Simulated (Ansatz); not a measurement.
# A computed series for InAs: alloy series

The parent structure is InAs in the zinc blende structure (space group F-43m, No. 216; a = 6.186 Å).

The other end (x = 1) is AlAs in the zinc blende structure (space group F-43m, No. 216): 23.50 Å³/atom, gap 1.50 eV.

Al replaces a fraction x of In; each row is one arrangement (x, atoms in the cell, starting space group or random), fully relaxed.

Method: PBE in Ansatz (plane waves to 420 eV, PAW, no SOC).

Q: Only one of these has no band gap. Which?
A. x(Al) = 0.5, 4 atoms, P-4m2
B. x(Al) = 0.667, 6 atoms, Imm2
C. x(Al) = 0.25, 8 atoms, P-4m2

A: C, x(Al) = 0.25, 8 atoms, P-4m2. Computed: x(Al) = 0.667, 6 atoms, Imm2: 0.88 eV; x(Al) = 0.5, 4 atoms, P-4m2: 0.48 eV; x(Al) = 0.25, 8 atoms, P-4m2: zero

These are small ordered cells, not random alloys; other orderings at the same x differ. No phonon test of stability was made. All final runs are without spin polarisation. The zero or small gap of InAs and AlIn3As4 can change with the level of theory.

Ansatz is a first-principles code.
